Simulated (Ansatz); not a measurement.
## Hypothetical cubic perovskite KMnBr3: element substitutions

The reference is KMnBr₃ in the cubic perovskite structure (space group Pm-3m, No. 221; a = 5.2547 Å; ferromagnetic; a hypothetical phase, not in the database extracts checked).

Each row replaces one element on all its sites; cell and atoms are relaxed.

Computed with Ansatz (an electronic-structure program) PBEsol, no SOC.

```
change   volume per atom  largest site moment  band gap
-------  ---------------  -------------------  --------
base            29.02 Å³              4.37 μB   0.60 eV
K → Sc          26.27 Å³              4.03 μB      zero
Mn → Ni         24.35 Å³              0.11 μB      zero
K → Na          28.48 Å³              4.35 μB   0.51 eV
```

Whether these cells are dynamically stable was not tested. As relaxed here, NaMnBr3 is a hypothetical phase, not in the database extracts checked. No Hubbard U is applied and the magnetic state is the run's own (ScMnBr3 ferrimagnetic; KMnBr3 ferromagnetic; KNiBr3 weakly magnetic; NaMnBr3 ferromagnetic); other magnetic orders, which need larger cells, were not tried and can change the gap. Where the two band edges lie in opposite spin channels, the gap is a spin-flip gap. Many cubic perovskites are stable only at high temperature; tilts and polar distortions were not tested.
